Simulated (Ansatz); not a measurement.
Results of r²SCAN+rVV10 (Ansatz, a quantum-chemistry and plane-wave program, PAW) for LiNbO₃ (R-3c, No. 167, 10 atoms in the cell; start COD 2101178; high-temperature phase).

Run with plane-wave cutoff 560 eV, 8×8×8 k mesh, Fermi–Dirac smearing 0.01 eV, no spin polarisation, scalar-relativistic PAW data made under PBE.

Cell (relaxed at this level):

```
LiNbO3
1.0
    2.58572     1.49287     4.55064
   -2.58572     1.49287     4.55064
    0.00000    -2.98574     4.55064
Nb O Li
2 6 2
Direct
  0.50000   0.50000   0.50000
  0.00000   0.00000   0.00000
  0.62686   0.25000   0.87314
  0.37314   0.75000   0.12686
  0.25000   0.87314   0.62686
  0.75000   0.12686   0.37314
  0.87314   0.62686   0.25000
  0.12686   0.37314   0.75000
  0.75000   0.75000   0.75000
  0.25000   0.25000   0.25000
```

Q: What does this level give for the band gap and smallest direct gap on the k points sampled?

A: 
band gap: 3.00 eV
smallest direct gap on the k points sampled: 3.10 eV

Note: held by symmetry at 0 K, a high-temperature phase can be a saddle point.

Spin–orbit coupling is not included.

The computed numbers hold no vibrational or temperature effects.
